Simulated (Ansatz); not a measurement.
## Defect calculation: Cu interstitial in silicon

Calculation: PBE, PAW (plane waves to 420 eV; Ansatz, a first-principles code). Cell: 64 sites, 2×2×2; final energies on a 2×2×2 shifted mesh. Site at the start: void with 6Si nearest. Finite-size correction: monopole term and site-potential alignment. Dielectric constants: PBE linear response of the host. Host gap at this level: 0.61 eV. These values are not converged in cell size to better than tenths of an eV. Levels are measured in PBE's own, too narrow, gap. Spin–orbit coupling is left out, and no Hubbard U is applied to the open shells. Each state is the lowest found from its start.

Formation energies E_f are given with the Fermi level at the valence-band maximum. Chemical conditions: host crystal and elements as references (Δμ(Cu) = 0.00 eV; Cu taken from its element, since no compound that bounds it was computed at this level; only phases computed here count, gases as isolated molecules at 0 K). Reference phases: Cu: fcc Cu.

The name describes the start; the neighbours show where the added atom ended.

```tsv
charge	moment (μB)	point group	largest move off a lattice site (Å)	neighbours of the added atom at the end (Å)	image correction with alignment (eV)	E_f, host crystal and elements as references (eV)
+2†	quenched	–	0.09	Si 2.42, Si 2.44, Si 2.45, Si 2.45	0.75	–
+1	not spin-polarised	Td	0.07	Si 2.44, Si 2.44, Si 2.44, Si 2.44	0.31	1.08
0†	fractional	–	0.07	Si 2.43, Si 2.43, Si 2.44, Si 2.44	0.00	1.58
```

† Not settled in this cell, so no level is given: charge +2: a level filled in part, carriers not clearly localised, level within 0.1 eV of a band edge or past it; charge 0: fractional moment, carriers not clearly localised.

Point groups are those of the whole cell at tolerances of 0.03 and 0.1 Å ("near" where only the looser one holds); none is given for unsettled states.

Starting moments that weren't kept: charge +2 began with 1 μB and ended with 0.0.

No other site or start that was run ended lower by more than 0.1 eV.
